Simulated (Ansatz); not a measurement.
Band structure of SrP2Os2 (I4/mmm, 5 atoms in the cell).

```
CELL_PARAMETERS angstrom
     -2.02943     2.02943     5.69928
      2.02943    -2.02943     5.69928
      2.02943     2.02943    -5.69928
ATOMIC_POSITIONS crystal
  Sr 0.00000 0.00000 0.00000
  P  0.34985 0.34985 0.00000
  P  0.65015 0.65015 0.00000
  Os 0.75000 0.25000 0.50000
  Os 0.25000 0.75000 0.50000
```

Method: PBEsol, PAW files made with PBE (plane waves; Ansatz, an electronic-structure program).

Settings: basis.ecutwfc = 420 eV; kpoints.mp_grid.grid = 7 7 7; hamiltonian.xc = pbesol; hamiltonian.pseudopotentials = {kind: paw} (the program's default PAW files); scf.occupations.method = fermi_dirac; scf.occupations.width = 0.1 eV; kpoints.band_path.npoints = 8.

The starting cell comes from a database of computed structures (which also holds hypothetical and non-ambient phases and stackings), without a prior relaxation at this level. Spin-orbit coupling is off. Spin polarisation is off.

Levels in eV from the Fermi level, bands 23 to 30:
```
point     23     24     25     26     27     28    29    30
-----  -----  -----  -----  -----  -----  -----  ----  ----
Γ      -1.08  -0.15  -0.03  -0.03   0.92   1.90  2.18  3.48
X      -2.98  -1.14  -1.01  -0.88  -0.72  -0.71  2.08  2.15
Y      -2.93  -1.41  -0.88  -0.75  -0.74  -0.34  2.09  2.12
S      -2.27  -2.23  -1.72  -0.15   0.93   1.76  2.16  3.07
Z      -0.09   0.02   0.34   0.34   0.47   2.18  2.72  3.78
S1     -2.27  -2.23  -1.72  -0.15   0.93   1.76  2.16  3.07
N      -2.58  -2.43  -1.32  -0.94   1.28   1.63  2.16  3.26
P      -3.01  -1.02  -1.01  -1.01  -0.72  -0.72  2.12  2.12
Y1     -2.93  -1.41  -0.88  -0.75  -0.74  -0.34  2.09  2.12
```

Bands cross the Fermi level along this path, so the cell is metallic at this level.

Keys are those of Ansatz 0.2.
